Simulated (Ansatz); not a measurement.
Band structure of TiZn (Pm-3m, 2 atoms in the cell).

```yaml
crystal:
  lattice:
    - [3.12375, 0.00000, 0.00000]
    - [0.00000, 3.12375, 0.00000]
    - [0.00000, 0.00000, 3.12375]
  atoms:
    - { symbol: Ti, position: [0.50000, 0.50000, 0.50000] }
    - { symbol: Zn, position: [0.00000, 0.00000, 0.00000] }
```

Level of theory: PBEsol, default PAW files made with PBE (plane waves; Ansatz, an electronic-structure program).

Settings: basis.ecutwfc = 420 eV; kpoints.mp_grid.grid = 7 7 7; hamiltonian.xc = pbesol; hamiltonian.pseudopotentials = {kind: paw} (the program's default PAW files); scf.occupations.method = fermi_dirac; scf.occupations.width = 0.1 eV; kpoints.band_path.npoints = 8.

The starting cell comes from a database of computed structures (which also holds hypothetical and non-ambient phases and stackings), without a prior relaxation at this level. Spin polarisation is off.

Levels in eV from the Fermi level, bands 9 to 15:
```csv
point,9,10,11,12,13,14,15
Γ,-6.90,-6.90,-0.56,-0.56,2.18,2.18,2.18
X,-6.85,-4.55,-4.27,-0.44,0.54,0.54,2.16
M,-6.64,-3.77,-0.74,-0.74,-0.23,1.46,1.46
R,-6.63,-2.33,-2.33,-2.33,2.02,2.96,2.96
```

Keys are those of Ansatz 0.2.
